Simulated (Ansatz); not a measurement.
**C on the 1x1 (100) surface of monoclinic HfO2 (cut with top plane 2 O), one in a 1x1 cell, started at the site 'bridge O-O (span 5.2 Å)'**

Host crystal: monoclinic HfO2, with a band gap (PBE, scalar-relativistic without spin-orbit coupling).

Method: PBE (plane waves to 420 eV, PAW; Ansatz, an electronic-structure program).

Model: 25-atom slab, 9.3 Å thick at the start under the adsorbate (thin: gaps and levels are the slab's own), 4x4x1 mesh, Fermi-Dirac 0.01 eV, dipole correction, 12 atoms held, the rest relaxed; no symmetry held; spin-polarised, no spin-orbit, no U, no dispersion correction. The starting moment vanished. At the end it is bonded to 2 Hf + O. In PBE this state lies 0.08 eV over the lowest of the starts that converged ('bridge O-O (span 5.3 Å)', where the adsorbate paired with a surface O atom).

```
Quantity                                                                                                                                                                              Value
---------------------------------------------------------------------------------------------------------  --------------------------------------------------------------------------------
energy of the end state, in which the adsorbate paired with a surface O atom, against an atom of graphite                                                                     91.3 kcal/mol
gap of the slab on its k-mesh                                                                                                                                                       1.07 eV
highest filled level below the top vacuum level                                                                                                                                     4.85 eV
change of the step from the bottom to the top vacuum level, against the clean slab                                                                                                 -0.20 eV
energy released by relaxation                                                                                                                                                       3.03 eV
height of the binding atom over the mean of the host atoms within 0.3 Å of the top one                                                                                          -0.005 bohr
magnetic moment of the cell                                                                                                                                                         0.00 μB
largest move of a host atom                                                                                                                                                          0.72 Å
caution                                                                                                    the clean host was not checked against rearrangement in a larger or rattled cell
note                                                                                                                        in the relaxation the adsorbate left its starting site by 0.6 Å
cost                                                                                                                                                                roughly 50 core-minutes
```

A negative adsorption energy means that the adsorbate is more stable on the surface than in its reference.
